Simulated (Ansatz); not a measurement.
BN: point defects

The reference is a 16-atom supercell of BN in the zinc blende structure (space group F-43m, No. 216; a = 3.6247 Å) at its relaxed geometry.

One neutral defect a cell, atoms relaxed at fixed cell.

Method: Kohn–Sham DFT with the PBE functional, run in Ansatz (a quantum-chemistry and plane-wave program) with PAW and 420 eV plane waves, spin-orbit coupling left out.

```json
[
 {"change": "perfect supercell", "largest displacement of a host atom from its site in the perfect cell": "–", "pressure": "0.0 GPa"},
 {"change": "As on a N site", "largest displacement of a host atom from its site in the perfect cell": "0.18 Å", "pressure": "58.6 GPa"},
 {"change": "Al on a B site, symmetric start", "largest displacement of a host atom from its site in the perfect cell": "0.13 Å", "pressure": "36.6 GPa"},
 {"change": "Li interstitial (started 1.57 Å from the nearest host atom), symmetric start", "largest displacement of a host atom from its site in the perfect cell": "0.07 Å", "pressure": "25.8 GPa"},
 {"change": "Bi on a N site", "largest displacement of a host atom from its site in the perfect cell": "___", "pressure": "___"}
]
```

Question: Some entries are withheld; estimate them.

Answer: 
- Bi on a N site, largest displacement of a host atom from its site in the perfect cell: 0.53 Å
- Bi on a N site, pressure: 95.0 GPa

Other magnetic orders, which the real material may have, were not ruled out. In so small a cell the defect repeats every few ångströms: this is an ordered compound, not a dilute defect. A case with no gap was solved on a k-mesh chosen for an insulator, which is coarse for it. Defects with a symmetric start kept the site's symmetry and may sit on a saddle; the others started slightly shaken. Seeded moments were not kept for As on a N site, Al on a B site, Li interstitial (started 1.57 Å from the nearest host atom) and Bi on a N site.
